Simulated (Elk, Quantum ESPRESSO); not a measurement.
An Elk input for a self-consistent single point of NiB₂W₂ (Immm, 5 atoms in the cell) (DFT, LDA (PW92), all-electron FP-LAPW, Elk's shipped species files, APW+lo basis with extra local orbitals):

```
tasks
  0

tforce
  .true.

rgkmax
  7.5

gmaxvr
  18.0

lmaxapw
  10

lmaxo
  8

nxlo
  2

lorbcnd
  .true.

lradstp
  2

nrmtscf
  2.0

lmaxi
  4

swidth
  0.00367493

maxscl
  100

avec
   -2.9694135870    4.2300442156    6.5731779985
    2.9694135870   -4.2300442156    6.5731779985
    2.9694135870    4.2300442156   -6.5731779985

atoms
  3
  'Ni.in'
  1
  0.0000000000  0.0000000000  0.0000000000    0.0 0.0 0.0
  'B.in'
  2
  0.7038100000  0.5000000000  0.2038100000    0.0 0.0 0.0
  0.2961900000  0.5000000000  0.7961900000    0.0 0.0 0.0
  'W.in'
  2
  0.7005900000  0.2005900000  0.5000000000    0.0 0.0 0.0
  0.2994100000  0.7994100000  0.5000000000    0.0 0.0 0.0

ngridk
  8 8 8
```

Question: Give the Quantum ESPRESSO input for the same structure, mesh, smearing and functional.

Answer: This is the input that was run; spellings and numerical settings could be chosen otherwise.

```fortran
&control
  calculation = 'scf'
  prefix = 'run'
  outdir = './tmp/'
  pseudo_dir = './'
  tprnfor = .true.
  tstress = .true.
/
&system
  ibrav = 11
  celldm(1) = 5.93882717
  celldm(2) = 1.4245385803
  celldm(3) = 2.2136283161
  nat = 5
  ntyp = 3
  ecutwfc = 50
  ecutrho = 400
  occupations = 'smearing'
  smearing = 'fermi-dirac'
  degauss = 0.0073499
/
&electrons
  conv_thr = 1.0e-11
  mixing_beta = 0.5
/
ATOMIC_SPECIES
Ni    58.6934  ni_lda_v1.4.uspp.F.UPF
B     10.8100  b_lda_v1.4.uspp.F.UPF
W    183.8400  w_lda_v1.2.uspp.F.UPF
ATOMIC_POSITIONS crystal
Ni    0.00000000    0.00000000    0.00000000
B     0.50000000   -0.20381000    0.70381000
B    -0.50000000    0.20381000    0.29619000
W     0.20059000   -0.50000000    0.70059000
W    -0.20059000    0.50000000    0.29941000
K_POINTS automatic
8 8 8  0 0 0
```

Basis settings and potentials, where a program has them, do not carry over. This input uses DFT, LDA (PZ), plane waves, GBRV 1.5 ultrasoft (LDA) pseudopotentials. LDA parametrisations can differ slightly between programs.

The starting cell comes from a database of computed structures (which also holds hypothetical and non-ambient phases and stackings), without a prior relaxation at this level. Its lattice was rescaled by a random factor within 2.5 % of one.
